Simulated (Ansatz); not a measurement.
S on the 1x1 (110) surface of zinc-blende GaAs (cut with top plane As + Ga), one in a 1x1 cell, energies for each (23.3 Å²). Energies are against ⅛ S8(g), without zero-point or thermal terms; each row is named by its start.

Host crystal: zinc-blende GaAs, with a band gap (PBE, scalar-relativistic without spin-orbit coupling).

Computed with PBE (plane waves to 420 eV, PAW; Ansatz, a quantum-chemistry and plane-wave program).

Slab: 11 atoms, 8.6 Å thick at the start under the adsorbate (thin: gaps and levels are the slab's own); k 6x4x1, smearing 0.01 eV, dipole-corrected; 4 atoms held, the rest relaxed; each run with such symmetry as its start has; spin-polarised, no spin-orbit, no U, no dispersion correction.

A negative adsorption energy means that the adsorbate is more stable on the surface than in its reference. Starts that drift may end in the same place. Heights count from the host atoms within 0.3 Å of the top one. Moments of ungapped slabs depend on the mesh.

| starting site | E_ads (eV) | height (Å) | nearest host atom (Å) | bonded to | change of the vacuum step (eV) | lateral drift (Å) | moment (μB) |
|---|---|---|---|---|---|---|---|
| top As (the adsorbate rearranged the host) | 0.08 | 0.97 | As 2.32 | As | 0.45 | 2.3 | 0.0 |
| top Ga | 1.43 | 1.50 | Ga 2.24 | Ga | 1.17 | 0.1 | 1.0 |
| hollow As-As-Ga-Ga (the adsorbate rearranged the host) | 0.08 | 0.92 | As 2.39 | As + 2 Ga | 0.50 | 0.3 | 0.0 |
| hollow beside As | 0.26 | 0.63 | As 2.36 | As + 2 Ga | 0.51 | 0.7 | 0.0 |
| bridge As-Ga (span 5.0 Å) (the adsorbate rearranged the host) | -0.01 | 1.22 | As 2.28 | As + Ga | 0.68 | 0.6 | 0.0 |
